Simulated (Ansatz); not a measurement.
GaAlN2 (P3m1), r2SCAN, rigid bands (Ansatz, a first-principles code): Condition of this run: functional r2SCAN on the same cell. band gap 3.38 eV, N_c = 3.05e18 cm⁻³ and N_v = 1.14e20 cm⁻³ at 300 K, conductivity masses along x (a = (3.15, 0.00, 0.00) Å; b = (-1.57, 2.73, 0.00) Å; c = (0.00, 0.00, 5.10) Å) of 0.252 mₑ (electrons) and 1.28 mₑ (holes). Take k_BT = 0.02585 eV.

Task: Find the intrinsic carrier density and the intrinsic Fermi level.

Result: n_i = √(N_c N_v) exp(−E_g/2k_BT) = 1.86e19 × exp(−65.37) = 7.6e-10 cm⁻³. The level lies (k_BT/2) ln(N_v/N_c) = 47 meV from mid-gap (positive towards the conduction band). Each 0.1 eV added to the gap lowers n_i by a factor of 6.9.

Task: A film of it is 2 nm thick, with its normal along the direction named. Estimate the confinement energies in an infinite well.

Result: ħ²π²/(2m t²) = 0.376 eV·nm²/(m/mₑ × t²) gives 373 meV for electrons and 73.4 meV for holes, so the gap would widen to about 3.83 eV. Finite barriers and nonparabolic bands lower this, and with several valleys or bands the heaviest mass along the normal sets the lowest level, not this average.

Task: What thermal injection velocity √(2k_BT/πm) limits a ballistic channel along the direction named?

Result: 1.07e7 cm/s for electrons and 4.76e6 cm/s for holes, a ratio of √(m_h/m_e) = 2.25, for dilute carriers.

Rigid, parabolic bands with the computed gap; masses take one relaxation time for all states. Spin-orbit coupling is left out; where it splits the top of the valence band, N_v and the p-type Seebeck coefficient come out somewhat high without it. Geometry: cell and atoms relaxed with PBEsol.

Computed structure with no diffraction record at hand here (it may be known, metastable or hypothetical): GaAlN2 (P3m1).
